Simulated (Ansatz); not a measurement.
Tetragonal HfO₂ (model structure) (like a known high-temperature phase)

These are PBE (Ansatz, an electronic-structure program, plane waves, PAW) values and carry that method's errors.

Settings: plane-wave cutoff 500 eV, 8×8×6 k mesh (along the axes of the cell as run), gaussian smearing 0.02 eV, scalar-relativistic PAW data made under PBE.

Cell (relaxed at this level):

```
HfO2
1.0
    3.60426     0.00000     0.00000
    0.00000     3.60426     0.00000
    0.00000     0.00000     5.26375
Hf O
2 4
Direct
  0.00000   0.00000   0.00000
  0.50000   0.50000   0.50000
  0.00000   0.50000   0.19326
  0.00000   0.50000   0.69326
  0.50000   0.00000   0.30674
  0.50000   0.00000   0.80674
```

```json
{
  "band_gap": "4.67 eV (on the SCF k mesh)"
}
```

Note: held by symmetry at 0 K, a high-temperature phase can be a saddle point.

Spin–orbit coupling is not included.

The computed numbers hold no vibrational or temperature effects.

It cost roughly 110 core-seconds of CPU time.

A model structure was made by putting elements into a prototype or built by hand; it is no filed structure, need not be a known phase, and can be a saddle point held by its symmetry.
